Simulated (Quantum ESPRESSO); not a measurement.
Input and output of a self-consistent single point for CdPt₃ (Cmmm, 4 atoms in the cell) (Quantum ESPRESSO).

Method: PBEsol, PSlibrary PAW (PBE) pseudopotentials (plane waves; Quantum ESPRESSO).

The change in words: lattice scaled by 0.98. Reference geometry:
```xyz
4
Lattice="2.8857 3.9310 0.0000 -2.8857 3.9310 0.0000 0.0000 0.0000 2.8347" Properties=species:S:1:pos:R:3 pbc="T T T"
Cd     0.0000     0.0000     0.0000
Pt    -2.8857     0.0000     0.0000
Pt    -1.4429     1.9655    -1.4173
Pt    -1.4429    -1.9655    -1.4173
```

Reference input (self-consistent single point, DFT, PBEsol, plane waves, PSlibrary PAW (PBE) pseudopotentials): ecutwfc = 45 Ry; ecutrho = 540 Ry; occupations = smearing; smearing = fd; degauss = 0.0036749 Ry; input_dft = pbesol; potentials = {Cd: Cd.pbe-n-kjpaw_psl.1.0.0.UPF, Pt: Pt.pbe-n-kjpaw_psl.1.0.0.UPF}; K_POINTS = automatic 5 5 8 0 0 0; conv_thr = 1e-10 Ry; mixing_beta = 0.3. This run's input differs from it in these lines:

```diff
@@ -10,5 +10,5 @@
  ibrav = 9,
- celldm(1) = 10.90645984,
- celldm(2) = 1.3622261303,
- celldm(3) = 0.4911573348,
+ celldm(1) = 10.68832876,
+ celldm(2) = 1.3622264419,
+ celldm(3) = 0.4911573863,
  nat = 4,
```

Output (repeated stretches shortened):

```
     Self-consistent Calculation

     iteration #  1     ecut=    45.00 Ry     beta= 0.30

     Threshold (ethr) on eigenvalues was too large:
     Diagonalizing with lowered threshold

     total energy              =   -2588.14355103 Ry
     estimated scf accuracy    <       0.32620796 Ry

     iteration #  2     ecut=    45.00 Ry     beta= 0.30

     total energy              =   -2588.17330980 Ry
     estimated scf accuracy    <       0.04908620 Ry

     iteration #  3     ecut=    45.00 Ry     beta= 0.30

     total energy              =   -2588.18636927 Ry
     estimated scf accuracy    <       0.01373465 Ry

   [... 17 blocks of this kind left out ...]

     iteration # 21     ecut=    45.00 Ry     beta= 0.30

     total energy              =   -2588.19005183 Ry
     estimated scf accuracy    <          1.4E-10 Ry

     iteration # 22     ecut=    45.00 Ry     beta= 0.30
     End of self-consistent calculation

     the Fermi energy is    17.2970 ev

!    total energy              =   -2588.19005183 Ry
     estimated scf accuracy    <          1.8E-11 Ry
     smearing contrib. (-TS)   =      -0.00113961 Ry
     internal energy E=F+TS    =   -2588.18891222 Ry

     convergence has been achieved in  22 iterations

     Forces acting on atoms (cartesian axes, Ry/au):

     atom    1 type  1   force =     0.00000000    0.00000000    0.00000000
   [... zero for the other atoms too ...]

     Total force =     0.000000     Total SCF correction =     0.000000

          total   stress  (Ry/bohr**3)                   (kbar)     P=       97.25
   0.00056060   0.00000000   0.00000000           82.47        0.00        0.00
   0.00000000   0.00067365   0.00000000            0.00       99.10        0.00
   0.00000000   0.00000000   0.00074894            0.00        0.00      110.17

   JOB DONE.
```

The run converged in 22 iterations. Against the reference run the free energy goes up by 15.1 meV/atom and the pressure goes from -4.96 to 9.72 GPa.

The starting cell comes from a database of computed structures (which also holds hypothetical and non-ambient phases and stackings), without a prior relaxation at this level. For this run, on top of that: lattice scaled by 0.98. Spin polarisation is off. With a pressure of about 10 GPa the cell is away from its equilibrium volume at this level.

Cost on one core of a shared machine: roughly 3 min.
